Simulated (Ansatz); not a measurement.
Effective masses and thermopower of SiC under load (space group I-4m2)

Data:

```xyz
2
Lattice="0.0000 2.1879 2.1720 2.1879 0.0000 2.1720 2.1879 2.1879 0.0000" Properties=species:S:1:pos:R:3 pbc="T T T"
Si     1.0940     1.0940     1.0860
C      0.0000     0.0000     0.0000
```

Method: r2SCAN with spin-orbit coupling, rigid bands (plane waves, PAW; Ansatz, an electronic-structure program). Condition of this run: biaxial stress xx = yy = -2 GPa (compression positive) (the target of the relaxation). Cell: cell and atoms relaxed with r2SCAN, then loaded as said.

```yaml
band_gap: 1.64 eV
electron conductivity mass (300 K, dilute): 0.24 (x), 0.24 (y), 0.52 (z) mₑ
hole conductivity mass (300 K, dilute): 0.70 (x), 0.70 (y), 0.67 (z) mₑ
effective density of states N_c (300 K): 5.5e18 cm⁻³
effective density of states N_v (300 K): 4.9e19 cm⁻³
density_of_states_mass_electrons: 0.36 mₑ
density_of_states_mass_holes: 1.57 mₑ
Seebeck coefficient, n-type 1e19 cm⁻³, 300 K: -219 μV/K
best n-type power factor at 300 K for τ = 10 fs (best axis; densities from 1e16 to 1e21 cm⁻³ tried, whether or not they can be reached): 7.3 μW/(cm·K²) at 1e20 cm⁻³
Seebeck coefficient, p-type 1e19 cm⁻³, 300 K: 423 μV/K
best p-type power factor at 300 K for τ = 10 fs (best axis; densities from 1e16 to 1e21 cm⁻³ tried, whether or not they can be reached): 29 μW/(cm·K²) at 3e20 cm⁻³
```

Rigid bands; masses and Seebeck coefficients take one relaxation time τ for all states and one kind of carrier; polarons and phonon drag are left out.
